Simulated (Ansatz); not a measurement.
An Ansatz (an electronic-structure program) run: Au with a change (biaxial strain −1.50 %, plane normal [001], relaxed out of plane); r2SCAN, PAW, 500 eV (Ansatz; no SOC).

Input:

Ansatz 0.2 input:
```yaml
crystal:
  lattice:
    - [2.8727279083, 0, 0]
    - [0, 2.8727279083, 0]
    - [1.4363639541, -1.4363639541, 2.0777262181]
  atoms:
    - { symbol: Au, position: [0, 0, 0] }
basis: { ecutwfc: 500, ecutrho_ratio: 4, xc_grid: 4, fft_grid_basis: typed }
kpoints: { mp_grid: { grid: [27, 27, 27] } }
hamiltonian:
  xc: r2scan
  dispersion: none
  pseudopotentials: { kind: paw }
scf: { occupations: { method: fermi_dirac, width: 0.1 } }
relax: { f_tol: 0.005, max_steps: 50, cell: { stress_tol: 0.01, fix: [a, b, gamma] } }
output: { forces: true, stress: true }
checkpoint: { write: state.ck, write_every: 1000 }
```

Output (explanatory and most iteration lines left out):

```
Relaxation: its limit of steps is 50 (relax.max_steps)
Pseudopotential: Au, paw, valence charge 19
Crystal: 1 atoms, lattice volume = 17.147 Å³
Basis set: ecut = 500 eV, 427 PW (Γ), exchange–correlation on 96×96×96 points (64 copies of the dense FFT grid, shifted against one another)
Bands: 14, of which v1, the nominal top of the filled ones, is band 10 counted from 1 (9 counted from 0)
Symmetry: 16 space group operations
Space group: I4/mmm (ITA 139), of the structure as read, at distance tolerance 2.6e-5 Å
k-points: 1470 of 19683
Functional: x = r2scan, c = r2scan; τ floored in thin density (d = 2e-4 eV/Å³)
SCF iter   1: F=—  HF=-13163.514459 eV  |F-HF|=—  |Δ(HF+E_count)|=         —  Δρ=1.47e-2  dr2=3.77e-2  dr2_τ=3.20e-3  ethr=1.77e-3  ⟨swp⟩=4.8  Hψ=106402  notcnv=0
SCF iter   2: F=—  HF=-13163.506469 eV  |F-HF|=—  |Δ(HF+E_count)|=   7.99e-3  Δρ=5.99e-3  dr2=5.77e-3  dr2_τ=1.02e-3  ethr=1.98e-4  ⟨swp⟩=1.2  Hψ=32633  notcnv=0  defer=37
SCF 1 converged in 6 iterations: F = -13163.506967 eV  dr2 = 8.61e-9
relax step   1: F+E_penalty+E_count = -13163.50696681 eV  Δ(F+E_penalty+E_count) = +0.000e0 eV  max|allowed force component| = 0.000e0 eV/Å  Δτ_max = 0.0000 Å  P = +3.753 GPa  Ω = 17.147 Å³  fix = [a, b, gamma]  reactions: a +3.914, b +3.914 GPa  (6 SCF iters, dr2 threshold 1.00e-7 eV, accepted)
[... steps on the carried basis left out ...]
relax step   6: F+E_penalty+E_count = -13163.51043304 eV  Δ(F+E_penalty+E_count) = +9.791e-7 eV  max|allowed force component| = 0.000e0 eV/Å  Δτ_max = 0.0000 Å  P = +0.649 GPa  Ω = 17.477 Å³  energy of the carried Pulay correction = -1.130e-6 eV  fix = [a, b, gamma]  reactions: a +0.973, b +0.973 GPa  (4 SCF iters, dr2 threshold 1.19e-9 eV, accepted)
Crystal: 1 atoms, lattice volume = 17.477 Å³
SCF iter   1: F=—  HF=-13163.510434 eV  |F-HF|=—  |Δ(HF+E_count)|=         —  Δρ=2.04e-6  dr2=6.93e-10  dr2_τ=7.87e-11  ethr=3.70e-10  ⟨swp⟩=4.1  Hψ=180286  notcnv=0
SCF iter   2: F=—  HF=-13163.510434 eV  |F-HF|=—  |Δ(HF+E_count)|=  1.60e-10  Δρ=6.65e-7  dr2=3.74e-11  dr2_τ=3.04e-11  ethr=3.65e-12  ⟨swp⟩=2.1  Hψ=28663  notcnv=0
SCF 7 converged in 4 iterations: F = -13163.510434 eV  dr2 = 3.88e-13
SCF converged after 4 iterations
Free energy (F): -13163.510434 eV
Internal energy: -13163.501499 eV  (E = F + TS)
E sigma→0 (E₀):  -13163.505967 eV
Entropy (-TS):   -0.008935 eV (-8.935 meV/atom)
Fermi energy:    19.833651 eV
--- Forces (eV/Å), atoms counted from 1 ---
  atom   1  Au     0.00000000     0.00000000     0.00000000
--- Stress (GPa, compression-positive) ---
        0.972656       0.000000       0.000000
        0.000000       0.972656      -0.000000
        0.000000      -0.000000       0.000187
  P = ⅓ Tr σ = 0.6485 GPa (6.485 kbar)
--- Relaxed structure (5 steps of the walk, 5 accepted, 2 SCFs on fresh bases) ---
  cell:  # Å, volume = 17.4766 Å³
    - [2.8727279083, 2.0795565744509226e-22, 3.4565721811452046e-11]
    - [2.0795332593107915e-22, 2.8727279083, -3.456572090199781e-11]
    - [1.4363639541245188, -1.4363639541245188, 2.117719543673651]
  atoms:
    - { symbol: Au, position: [0.0, 0.0, 0.0] }
```

Whether these cells are dynamically stable was not tested. The cell was made from Au in the fcc (Cu type) structure (space group Fm-3m, No. 225) by this change: biaxial strain −1.50 %, plane normal [001], relaxed out of plane.
